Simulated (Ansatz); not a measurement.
Start from BAs in the zinc blende structure (space group F-43m, No. 216; a = 4.768 Å).

The values are results of PBEsol in Ansatz (plane waves to 420 eV, PAW, scalar-relativistic without spin-orbit coupling), not measurements.

One change was made to it. Results:

```tsv
quantity	base	after
shortest interatomic distance	2.065 Å	2.044 Å
band gap	1.08 eV	1.05 eV
```

**Question.** Which change produced these results?
(A) pressure 9 GPa
(B) pressure 4.5 GPa
(C) pressure 22.5 GPa

**Answer.** B, pressure 4.5 GPa. For comparison, the shortest interatomic distance in the other runs: pressure 22.5 GPa gives 1.981 Å; pressure 9 GPa gives 2.026 Å.

Load acts through the strain it causes; cell and atoms are relaxed under it. No phonon test of stability was made. Competing high-pressure phases were not computed.

Ansatz is a quantum-chemistry and plane-wave program.
